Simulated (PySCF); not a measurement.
PySCF 2.14.0, PBE/def2-tzvp, df: Hf(Cl)4(NH3) ([NH3]->[Hf]([Cl])([Cl])([Cl])[Cl]), 9 atoms. The geometry is a generated start, not checked to be a minimum at this level.

```python
import time
import numpy
from pyscf import lib
from pyscf import gto, scf, dft, mp, cc, sgx
lib.logger.TIMER_LEVEL = 4
t0 = time.perf_counter()

mol = gto.M(
    atom='''
Hf    -0.21370000     0.79040000     0.55690000
Cl     1.80150000     1.47980000    -0.38960000
Cl     0.35930000     1.23860000     2.70680000
Cl    -1.41380000     2.60420000    -0.08920000
Cl    -2.05020000    -0.55080000     1.06060000
N      0.31960000    -1.16540000    -0.80890000
H      0.62300000    -1.95260000    -0.23060000
H      1.07240000    -0.95930000    -1.47170000
H     -0.49800000    -1.48480000    -1.33430000
''',
    basis='def2-tzvp',
    ecp={'Hf': 'def2-tzvp'},
    max_memory=3000,
    verbose=4,
)
mf = dft.RKS(mol, xc='pbe')
mf = mf.density_fit()
mf.chkfile = None
mf.kernel()
print('SCF converged:', mf.converged)
print('E(SCF) = %.10f' % mf.e_tot)
print('basis functions:', mol.nao_nr())
print('integrals held in memory:', getattr(mf, '_eri', None) is not None)
t1 = time.perf_counter()
print('wall of the SCF part: %.3f s' % (t1 - t0))
print('run ended')
```

```bash
OMP_NUM_THREADS=32 python -u run.py
```

The program reports basis functions: 237, grid points: 142640.

Hardware: Arm Neoverse V2, 96 cores on 1 socket, no SMT, 1 L3 cache group.

On 32 threads, 32 BLAS threads this takes 7.9 s. Wall times, medians of two to five repeats, each run alone on the node (launch to exit). Unless noted, each process is bound to its own block of adjacent cores. Build: PyPI wheel: OpenMP (GNU), a bundled serial OpenBLAS 0.3.3 under its C layer, NumPy's threaded OpenBLAS held to generic ARMv8 kernels, libcint, Libxc. Other compilers and libraries give other times. Scratch files lie in a memory file system. This build's BLAS runs threads of its own beside OpenMP's, on the same cores; «BLAS threads» counts them.

Problem. Speed this job up; the result has to stay within 1.0 meV/atom in energy. Keep to 32 cores.

Solution. This is not unique; one that fits is going from 32 threads, 32 BLAS threads to 32 threads, 1 BLAS thread, one of the fastest among the values tried that keep the result.

```diff
-OMP_NUM_THREADS=32 python -u run.py
+OMP_NUM_THREADS=32 OPENBLAS_NUM_THREADS=1 python -u run.py
```

Time: 7.9 s to 4.9 s (1.6× as fast). The largest move is in the rest of the SCF (diagonalisation, DIIS, set-up): 3.7 s to 1.2 s. The slower run has 32 BLAS threads beside the program's own on the same cores, and burns 2 times the CPU time. These two results differ by: energy equal as printed. Others tried: 32 threads, 4 BLAS threads (5.2 s). 1 planned setting was not run, for want of time.
